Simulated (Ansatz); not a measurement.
Worked example: self-consistent single point of YZn (Pm-3m, 2 atoms in the cell) in Ansatz (a program for electronic structure).

Method of the run: LDA (PW92), default PAW files made with PBE (plane waves; Ansatz).

```
YZn
1.0
    3.52823     0.00000     0.00000
    0.00000     3.52823     0.00000
    0.00000     0.00000     3.52823
Zn Y
1 1
Direct
  0.50000   0.50000   0.50000
  0.00000   0.00000   0.00000
```

Reference input (self-consistent single point, DFT, LDA (PW92), plane waves, default PAW files made with PBE): kpoints.mp_grid.grid = 12 12 12; hamiltonian.xc = lda; hamiltonian.pseudopotentials = {kind: paw} (the program's default PAW files); scf.occupations.method = fermi_dirac; scf.occupations.width = 0.1 eV. This run's input differs from it in these lines:

Ansatz 0.2 input:
```diff
@@ -15,3 +15,3 @@
 scf:
-  occupations: { method: fermi_dirac, width: 0.1 }
+  occupations: { method: cold, width: 0.2 }
 output:
```

Output, abridged:

```
SCF iter   1: F=—  HF=-6992.533631 eV  |F-HF|=—  |Δ(HF+E_count)|=         —  Δρ=5.45e-3  dr2=4.30e-3  ethr=1.77e-3  ⟨swp⟩=5.0  Hψ=6200  notcnv=0
all-band conjugate gradients solve this SCF's bands
preconditioner: auto → none
SCF iter   2: F=—  HF=-6992.532067 eV  |F-HF|=—  |Δ(HF+E_count)|=   1.56e-3  S|Δr|=    0.00e0  Δρ=2.59e-3  dr2=1.21e-3  ethr=1.87e-5  ⟨swp⟩=2.0  Hψ=2451  notcnv=0
SCF iter   3: F=—  HF=-6992.531992 eV  |F-HF|=—  |Δ(HF+E_count)|=   7.49e-5  S|Δr|=    0.00e0  Δρ=1.66e-3  dr2=6.03e-4  ethr=5.28e-6  ⟨swp⟩=2.0  Hψ=2243  notcnv=0
SCF iter   4: F=—  HF=-6992.531811 eV  |F-HF|=—  |Δ(HF+E_count)|=   1.81e-4  S|Δr|=    0.00e0  Δρ=2.25e-4  dr2=1.99e-5  ethr=2.62e-6  ⟨swp⟩=2.1  Hψ=1840  notcnv=0
SCF iter   5: F=—  HF=-6992.531808 eV  |F-HF|=—  |Δ(HF+E_count)|=   3.02e-6  S|Δr|=    0.00e0  Δρ=6.49e-5  dr2=2.40e-6  ethr=8.66e-8  ⟨swp⟩=2.0  Hψ=2327  notcnv=0
SCF iter   6: F=-6992.531808 eV  HF=-6992.531807 eV  |F-HF|=1.98e-8  |Δ(HF+E_count)|=   2.57e-8  S|Δr|=    0.00e0  Δρ=1.53e-5  dr2=7.46e-8  ethr=4.35e-10  ⟨swp⟩=3.3  Hψ=5275  notcnv=0
SCF 1 converged in 6 iterations: F = -6992.531808 eV  dr2 = 7.46e-8
Stability not checked (fill_not_monotonic)
Free energy (F): -6992.531808 eV
Internal energy: -6992.519702 eV  (E = F + TS)
E sigma→0 (E₀):  -6992.527772 eV
Entropy (-TS):   -0.012105 eV (-6.053 meV/atom)
Fermi energy:    10.549963 eV
--- Forces (eV/Å), atoms counted from 1 ---
  atom   1  Zn     0.00000000    -0.00000000    -0.00000000
  atom   2  Y     -0.00000000     0.00000000    -0.00000000
--- Stress (GPa, compression-positive) ---
       -3.046854       0.000000       0.000000
        0.000000      -3.046854       0.000000
        0.000000       0.000000      -3.046854
  P = ⅓ Tr σ = -3.0469 GPa (-30.469 kbar)
  The stress holds the Pulay correction. Without it, at fixed plane waves, as pw.x and ABINIT print it: P = -3.0639 GPa
```

The run converged in 6 iterations. Against the reference run the free energy goes up by 17.7 meV/atom and the pressure hardly changes (-3.02 to -3.05 GPa).

The starting cell comes from a database of published, mostly measured structures (it also holds non-ambient and calculated ones), without a prior relaxation at this level. Its lattice was rescaled by a random factor within 2.5 % of one. With a pressure of about -3 GPa the cell is away from its equilibrium volume at this level. Ansatz's pressure includes its estimate of the finite-basis (Pulay) stress.
